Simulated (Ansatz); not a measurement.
# KCl (Fm-3m): band-edge transport data

```
KCl
1.0
    0.00000     3.12148     3.12148
    3.12148     0.00000     3.12148
    3.12148     3.12148     0.00000
K Cl
1 1
Direct
  0.00000   0.00000   0.00000
  0.50000   0.50000   0.50000
```

All values below come from PBEsol, rigid bands (plane waves, PAW, scalar-relativistic; Ansatz, a quantum-chemistry and plane-wave program). Geometry: cell and atoms relaxed with PBEsol.

The band gap comes out as 5.10 eV. The electron conductivity mass (300 K, dilute) comes out as 0.45 mₑ, the hole conductivity mass (300 K, dilute) is 3.5 mₑ and the effective density of states N_c (300 K) comes out as 7.4e18 cm⁻³. The effective density of states N_v (300 K) comes out as 4.4e20 cm⁻³. The density-of-states mass, electrons is 0.44 mₑ. The density-of-states mass, holes is 6.8 mₑ and the Seebeck coefficient, n-type 1e19 cm⁻³, 300 K comes out as -198 μV/K. The best n-type power factor at 300 K for τ = 10 fs (best axis; densities from 1e16 to 1e21 cm⁻³ tried, whether or not they can be reached) comes out as 2.7 μW/(cm·K²) at 3e19 cm⁻³. The Seebeck coefficient, p-type 1e19 cm⁻³, 300 K is 540 μV/K.

Rigid bands; masses and Seebeck coefficients take one relaxation time τ for all states and one kind of carrier; polarons and phonon drag are left out. Spin-orbit coupling is left out; where it splits the top of the valence band, N_v and the p-type Seebeck coefficient come out somewhat high without it.
